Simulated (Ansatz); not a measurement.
## Short convergence ladders for LaSi₂Ru (Pm, 8 atoms in the cell)

```xyz
8
Lattice="4.5614 0.0000 0.0000 0.0000 4.1436 0.0000 -1.8605 0.0000 8.2206" Properties=species:S:1:pos:R:3 pbc="T T T"
La     0.0490     3.1077     1.7080
La     2.6519     1.0359     6.5626
Si     2.8414     3.1077     4.1578
Si    -0.1405     1.0359     4.0629
Si     2.2857     1.0359     0.7575
Si     0.4152     3.1077     7.4631
Ru     2.1052     1.0359     3.2014
Ru     0.5957     3.1077     5.0192
```

Base method: PBEsol, default PAW files made with PBE (plane waves; Ansatz, a first-principles code).

Base settings: basis.ecutwfc = 420 eV; kpoints.mp_grid.grid = 3 3 2; hamiltonian.xc = pbesol; hamiltonian.pseudopotentials = {kind: paw} (the program's default PAW files); scf.occupations.method = fermi_dirac; scf.occupations.width = 0.1 eV.

The count of work is k-points × plane waves × bands × iterations; it is no time. Core times come from one kind of shared machine, to one figure; runs under 30 s give none.

**The cutoff for other potential files**

Level: DFT, PBEsol, plane waves, harder PAW files (source: ansatz) made with PBE.

In this ladder: hamiltonian.pseudopotentials = {kind: paw, source: ansatz}.

The second cell is the first with its lattice scaled by 0.98.

The mesh stays at the base's, so the ladder's end is converged at best in this setting alone.

The first pressure column holds Ansatz's estimate of the finite-basis (Pulay) stress, which hides part of the cutoff error; the other is without it.

Only quantities that move along the ladder and can be compared are tabulated.

```csv
basis.ecutwfc,free energy less the last step's (meV/atom),energy of the compressed cell less the first (meV/atom),pressure (GPa),pressure without the Pulay estimate (GPa),largest difference of a force vector from the last step's (eV/Å),count of work / last,core time / last (rough)
295 eV,3213.45,15.11,-3.81,-97.42,0.487,0.11,–
365 eV,871.09,-7.77,-5.58,-39.54,0.178,0.15,–
460 eV,110.83,-5.11,-4.64,-11.30,0.024,0.20,–
560 eV,7.39,-4.58,-4.55,-5.24,0.002,0.28,–
660 eV,0.60,-4.53,-4.54,-4.56,0.000,0.35,–
790 eV,0.42,-4.53,-4.54,-4.55,0.000,0.46,0.4
990 eV,0.28,-4.53,-4.54,-4.55,0.000,0.65,0.6
1320 eV,0.00,-4.53,-4.54,-4.55,0.000,1.0,1
```

Coarsest basis.ecutwfc that holds the energy of the compressed cell less the first within 0.2 meV/atom of the last step, with all finer ones: 560 eV, at 0.28 of the last step's count of work; the step before is off by 0.58 meV/atom.

Coarsest basis.ecutwfc that holds the pressure within 0.5 GPa of the last step, with all finer ones: 460 eV, at 0.20 of the last step's count of work; the step before is off by 1.0 GPa.

Coarsest basis.ecutwfc that holds the forces within 0.005 eV/Å of the last step, with all finer ones: 560 eV, at 0.28 of the last step's count of work; the step before is off by 0.024 eV/Å.

The energy difference between the two cells stays within 1 meV/atom of the last step's from 460 eV on, the total only from 660 eV on: much of the error is common to both cells and cancels.

At the lowest cutoff the pressure without the Pulay estimate lies 92.9 GPa under the last step's, the usual sign of Pulay stress in an incomplete plane-wave basis.

**The relaxed cell against the cutoff**

On LaSi₂Ru (P2_1/m, 8 atoms in the cell): atoms on their sites.

In this ladder: relax = cell and atoms.

The mesh stays at the base's, so the ladder's end is converged at best in this setting alone.

Only quantities that move along the ladder and can be compared are tabulated.

```csv
basis.ecutwfc,relaxed volume (Å³/atom),relaxation steps,core time / last (rough)
210 eV,18.751,58,1
250 eV,18.656,25,0.7
295 eV,18.745,15,0.5
355 eV,18.716,10,0.4
420 eV,18.712,7,0.4
505 eV,18.711,7,0.5
630 eV,18.711,7,0.7
840 eV,18.711,7,1
```

Coarsest basis.ecutwfc that holds the relaxed volume within 0.019 Å³/atom of the last step, with all finer ones: 355 eV, at about 0.4 of the last step's time; the step before is off by 0.034 Å³/atom.

At the lowest cutoff the cell relaxes to a volume 0.2 % larger than at the highest. Ansatz relaxes on a stress corrected for the finite basis.

On the base run: the starting cell comes from a database of computed structures (which also holds hypothetical and non-ambient phases and stackings), without a prior relaxation at this level. Its lattice was rescaled by up to half a per cent. One atom was moved a little off its site on purpose. Spin polarisation is off. Without a gap this mesh is coarse (it stands for a supercell whose shortest vector is 12 Å).

Keys are those of Ansatz 0.2.
